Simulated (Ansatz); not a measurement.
**SnTe: stress against strain**

SnTe (rock salt, Fm-3m, 30.296 Å³/atom at rest) under an equal strain ε in the (001) plane with the normal axis free, as in a coherent film. LDA in Ansatz, a plane-wave DFT program (PAW, default set), 420 eV, 9×9×9 Γ-centred mesh, Fermi-Dirac smearing 0.05 eV; ions are relaxed within the symmetry of each cell. Stress is positive for a compressed cell.

Here s stands for strain and y for stress xx.

| strain (%) | stress xx (GPa) |
|---|---|
| -1.50 | 2.46 |
| -1.00 | 1.59 |
| -0.50 | 0.77 |
| 0.00 | 0.00 |
| 0.50 | -0.72 |
| 1.00 | -1.40 |
| 1.50 | -2.03 |
| 3.00 | ? |

Task: Using a straight line, estimate the missing y at s = 3.00 from the other rows, showing the fit.

Result: Means: s 0, y 0.096. About the means, the sum of products is -10.470 and the sum of squares of s is 7.0000; the slope is their ratio. Least squares gives y = 0.096 - 1.4957·s. Residuals (row less fit): 0.120, -0.002, -0.074, -0.096, -0.068, 0.000, 0.118; standard error 0.098 (degrees of freedom: 5). The slope gives the biaxial elastic modulus of this plane = 150 ± 4 GPa. At the withheld row, y = 0.096 - 1.4957 × 3.0 = -4.391 GPa. The calculation gives -3.67 GPa, 0.721 GPa above the prediction (11.8 % of the range of y in the table). The row lies outside the fitted rows, so this is an extrapolation. From the scatter of the fitted rows alone, a prediction at this place has a standard error of 0.152 GPa, so the miss is 4.7 times that.

One order more, fitted to all 13 runs of the series, follows each within 0.02, so the miss is the next term of a smooth law. SnTe stands in this structure, which distorts at low temperature. Rows are the converged runs of the series near zero and its far end; series whose fitted rows scatter by over a few per cent of the range, as at a crossing or softening among them, aren't shown in this form. Most that stay on the fit to the last digits aren't either.
